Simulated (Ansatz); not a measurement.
The starting structures come from a database of crystals and need not be the phases stable at ambient conditions.

By PBEsol, the system below comes out a metal.

Crystal: Al3Pt2 (P-3m1, not sure to be the ambient phase, 5 atoms a cell, 15.9 Å³ an atom); planes in its conventional cell.

Level of theory: PBEsol (plane waves, PAW; Ansatz, an electronic-structure program).

Ballistic conductance counts the channels of both spins, as a mean over 0.1 eV about the Fermi level; spin-orbit coupling is left out.

| plane | area (Å²) | G/A (10¹⁵ S/m²) |
|---|---|---|
| (100) | 21.8 | 0.49 |
| (001) | 15.3 | ? |

### Question
What belongs in the gaps?

### Answer

- (001), G/A (10¹⁵ S/m²): 0.33
